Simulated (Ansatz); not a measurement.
Base system: CsPbBr3 in the cubic perovskite structure (space group Pm-3m, No. 221; a = 5.7702 Å). Axes: x, y, z lie along the cube axes.

Level of theory: LDA (Ansatz, a first-principles code), spin-orbit coupling left out.

Base values:

| Quantity | Result |
|---|---|
| Valley order | R along ⟨111⟩ 1.17 eV; Γ 2.42 eV |
| Hole mass | 0.11 mₑ (at R) |

One thing is altered: the cell is stretched by 1.80 % along z with no lateral relaxation, atoms relaxed at fixed cell.

What happens to the stress, valley order and hole mass?

The stress (xx, yy, zz, yz, xz, xy; compression positive) amounts to (-0.12, -0.12, -1.00, 0.00, 0.00, 0.00) GPa; the valley order (the lowest conduction-band minima on the path, energy above the VBM, named in the base's zone) becomes R along [111] 1.15 eV; Γ 2.51 eV (base: R along ⟨111⟩ 1.17 eV; Γ 2.42 eV); the hole mass becomes 0.12 mₑ along z, 0.11 mₑ across (at R) (base: 0.11 mₑ (at R)).

Spin-orbit coupling, missing from the scalar runs, can matter with Pb. The levels and masses belong to the bands next to the band gap. The cells carry an imposed strain or load. Effective masses come from finite differences of ±0.01 Å⁻¹. No phonon test of stability was made. Many cubic perovskites are stable only at high temperature; tilts and polar distortions were not tested. This is not the structure that CsPbBr3 has at room temperature and ambient pressure.
